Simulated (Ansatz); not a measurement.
**β-phase InSe (model structure)**

Method: r²SCAN+rVV10 (plane waves, PAW; Ansatz, a program for electronic structure).

Cell: relaxed at this level.

```yaml
interlayer_binding_energy: 15.2 meV/Å²
layer_repeat_distance: 8.464 Å
gap_between_the_layers: 3.140 Å
```

Note: the relaxation could raise the start's symmetry but not lower it, so the cell can be a saddle point.

Spin–orbit coupling is not included.

Cost on a shared machine: very roughly 11 core-minutes.

A model structure was made by putting elements into a prototype or built by hand; it is no filed structure, need not be a known phase, and can be a saddle point held by its symmetry.
